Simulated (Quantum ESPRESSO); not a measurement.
**How a calculation on YMg3 (P4/mmm, 4 atoms in the cell) responds to its settings**

Space group P4/mmm (No. 123); a = b = 4.887 Å, c = 4.220 Å, α = β = γ = 90.00°

```tsv
atom	site	symmetry	x	y	z
Y	1b	4/mmm	0.0000	0.0000	0.5000
Mg	2f	mmm.	0.0000	0.5000	0.0000
Mg	1d	4/mmm	0.5000	0.5000	0.5000
```

Base run A: LDA (PZ), GBRV 1.5 ultrasoft (LDA) pseudopotentials in Quantum ESPRESSO, self-consistent single point.

Its settings: ecutwfc = 40 Ry; ecutrho = 320 Ry; occupations = smearing; smearing = methfessel-paxton; degauss = 0.0073499 Ry; potentials = {Y: y_lda_v1.4.uspp.F.UPF, Mg: mg_lda_v1.4.uspp.F.UPF}; K_POINTS = automatic 6 6 6 0 0 0; conv_thr = 1e-10 Ry.

The starting cell comes from a database of computed structures (which also holds hypothetical and non-ambient phases and stackings), without a prior relaxation at this level.

ΔF is the free energy per atom less that of run A. 

Run A gave: pressure (GPa) -2.33; TS (meV/atom) -0.4; k-points 40.

Runs:
- B: degauss, K_POINTS = 0.002205 Ry, automatic 4 4 5 0 0 0
- C: degauss, K_POINTS = 0.0073499 Ry, automatic 4 4 5 0 0 0
- D: degauss, K_POINTS = 0.02205 Ry, automatic 4 4 5 0 0 0
- E: degauss, K_POINTS = 0.002205 Ry, automatic 5 5 5 0 0 0
- F: degauss, K_POINTS = 0.0073499 Ry, automatic 5 5 5 0 0 0
- G: degauss, K_POINTS = 0.02205 Ry, automatic 5 5 5 0 0 0
- H: degauss, K_POINTS = 0.002205 Ry, automatic 6 6 6 0 0 0
- I: degauss, K_POINTS = 0.02205 Ry, automatic 6 6 6 0 0 0
- J: degauss, K_POINTS = 0.002205 Ry, automatic 7 7 8 0 0 0
- K: degauss, K_POINTS = 0.0073499 Ry, automatic 7 7 8 0 0 0
- L: degauss, K_POINTS = 0.02205 Ry, automatic 7 7 8 0 0 0

Task: What does run E change against A?

Result: The free energy rises by 4.7 meV/atom and the pressure stays near -2.26 GPa while the zz stress (positive for compression) goes from -1.90 to -1.17 GPa.

Task: What does run J change against A?

Result: The free energy goes down by 5.1 meV/atom and the pressure moves little (-2.33 to -2.36 GPa).

Task: What does run C change against A?

Result: The free energy goes up by 9.7 meV/atom and the pressure moves little (-2.33 to -2.32 GPa).

| run | ΔF (meV/atom) | pressure (GPa) | TS (meV/atom) | k-points |
|---|---|---|---|---|
| A | 0.00 | -2.33 | -0.4 | 40 |
| B | 10.8 | -2.32 | 0.6 | 18 |
| C | 9.7 | -2.32 | 0.8 | 18 |
| D | 6.4 | -2.29 | 6.8 | 18 |
| E | 4.7 | -2.26 | -0.1 | 18 |
| F | 3.9 | -2.23 | 1.8 | 18 |
| G | 1.56 | -2.24 | 4.7 | 18 |
| H | -0.13 | -2.32 | 0.1 | 40 |
| I | -0.95 | -2.30 | 5.0 | 40 |
| J | -5.1 | -2.36 | 0.0 | 50 |
| K | -5.0 | -2.36 | -0.1 | 50 |
| L | -5.1 | -2.34 | 1.1 | 50 |
